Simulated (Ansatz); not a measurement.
## Effect of biaxial strain −4.19 %, plane normal [001], relaxed out of plane on TlSe

The parent structure is TlSe (space group I4/mcm, No. 140; a = 7.9444 Å, c = 6.9691 Å). Axes: x, y, z lie along a, b, c of the conventional cell.

One thing is altered: compressive biaxial strain of 4.19 % in the plane normal to [001], as in epitaxy on a mismatched substrate; the out-of-plane cell vector and the atoms relax.

All numbers come from Ansatz (a quantum-chemistry and plane-wave program), PBEsol, PAW, cutoff 420 eV, no spin-orbit coupling. k-mesh 9×9×9 (Γ-centred); smearing 0.05 eV (Fermi–Dirac).

| quantity | base | changed | shift |
|---|---|---|---|
| energy relative to the base (free energy F) | 0 meV/atom | +16 meV/atom | +16 meV/atom |
| pressure (mean of the normal stresses, compression positive) | 0.0 GPa | 1.6 GPa | +1.6 GPa |
| band gap | zero | zero | – |
| out-of-plane strain (rough) | – | +2.38 % | – |

Without a gap, meshes like the base's 9×9×9 leave anisotropic stresses uncertain by several tenths of a GPa, and small strain energies with them. Spin-orbit coupling, missing from the scalar runs, can matter with Tl. Whether these cells are dynamically stable was not tested. All final runs are without spin polarisation. A zero or small gap of TlSe can be the functional's error rather than a property of the material.
